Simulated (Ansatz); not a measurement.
BN: response to strain

Base system: BN in the wurtzite structure (space group P6_3mc, No. 186).

```
CELL_PARAMETERS angstrom
      2.55453     0.00000     0.00000
     -1.27726     2.21229     0.00000
      0.00000     0.00000     4.22457
ATOMIC_POSITIONS crystal
  B  0.66667 0.33333 0.99991
  B  0.33333 0.66667 0.49991
  N  0.66667 0.33333 0.62529
  N  0.33333 0.66667 0.12529
```

Cartesian axes are those of the cell as printed.

Strains are applied to the cell and any free atomic positions relax; under biaxial strain the out-of-plane vector relaxes too.

All numbers come from PBE (Ansatz, a program for electronic structure, PAW, scalar-relativistic without spin-orbit coupling).

```tsv
biaxial strain, plane normal [001], relaxed out of plane (%)	band gap (eV)
0	5.23
0.32	5.25
0.83	?
2.49	5.38
4.46	5.46
```

**Question.** Fit E_g = E₀ + Dε (ε in %) to the rows shown and predict the withheld row.

**Answer.** Least squares on the printed values gives E₀ = 5.23 eV, D = 52.3 meV per % of strain (largest residual 0.01 eV); this predicts 5.28 eV, and the run gives 5.29 eV, in agreement.

Whether these cells are dynamically stable was not tested.
